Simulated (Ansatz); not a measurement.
An Ansatz (an electronic-structure program) run: Sn; Ansatz PBEsol, no SOC.

Input:

Ansatz 0.2 input:
```yaml
crystal:
  lattice:
    - [-2.9164514569, 2.9164514569, 1.5790393125]
    - [2.9164514569, -2.9164514569, 1.5790393125]
    - [2.9164514569, 2.9164514569, -1.5790393125]
  atoms:
    - { symbol: Sn, position: [0.75, 0.25, 0.5] }
    - { symbol: Sn, position: [0, 0, 0] }
basis: { ecutwfc: 420, ecutrho_ratio: 4, xc_grid: 2, fft_grid_basis: typed }
kpoints: { mp_grid: { grid: [17, 17, 17] } }
hamiltonian:
  xc: pbesol
  dispersion: none
  pseudopotentials: { kind: paw }
scf: { occupations: { method: fermi_dirac, width: 0.05 }, convergence: { dr2_threshold: 0.0000000002 } }
output: { forces: true, stress: true }
```

Output (explanatory and most iteration lines left out):

```
Pseudopotential: Sn, paw, valence charge 14
Crystal: 2 atoms, lattice volume = 53.723 Å³
Basis set: ecut = 420 eV, 1061 PW (Γ), exchange–correlation on 60×60×60 points (8 copies of the dense FFT grid, shifted against one another)
Bands: 18, of which v1, the nominal top of the filled ones, is band 14 counted from 1 (13 counted from 0)
Symmetry: 16 space group operations
Space group: I41/amd (ITA 141), of the structure as read, at distance tolerance 3.8e-5 Å
k-points: 405 of 4913
Functional: x = pbesol(κ = 0.804, μ = 0.12345679012345678), c = pbesol(β = 0.046)
SCF iter   1: F=—  HF=-11899.571788 eV  |F-HF|=—  |Δ(HF+E_count)|=         —  Δρ=2.51e-3  dr2=2.37e-3  ethr=1.77e-3  ⟨swp⟩=6.0  Hψ=37140  notcnv=0
SCF iter   2: F=—  HF=-11899.568859 eV  |F-HF|=—  |Δ(HF+E_count)|=   2.93e-3  Δρ=1.58e-3  dr2=9.74e-4  ethr=8.45e-6  ⟨swp⟩=2.2  Hψ=14337  notcnv=0  defer=2
SCF 1 converged in 9 iterations: F = -11899.568454 eV  dr2 = 3.90e-11
SCF converged after 9 iterations
Free energy (F): -11899.568454 eV
Internal energy: -11899.561006 eV  (E = F + TS)
E sigma→0 (E₀):  -11899.564730 eV
Entropy (-TS):   -0.007449 eV (-3.724 meV/atom)
Fermi energy:    10.695932 eV
--- Forces (eV/Å), atoms counted from 1 ---
  atom   1  Sn     0.00000000    -0.00000000     0.00000000
  atom   2  Sn    -0.00000000     0.00000000    -0.00000000
--- Stress (GPa, compression-positive) ---
        0.006311       0.000000       0.000000
        0.000000       0.006311      -0.000000
        0.000000      -0.000000       0.007171
  P = ⅓ Tr σ = 0.0066 GPa (0.066 kbar)
```

Stability against distortions was not tested. The cell is Sn (space group I4_1/amd, No. 141).
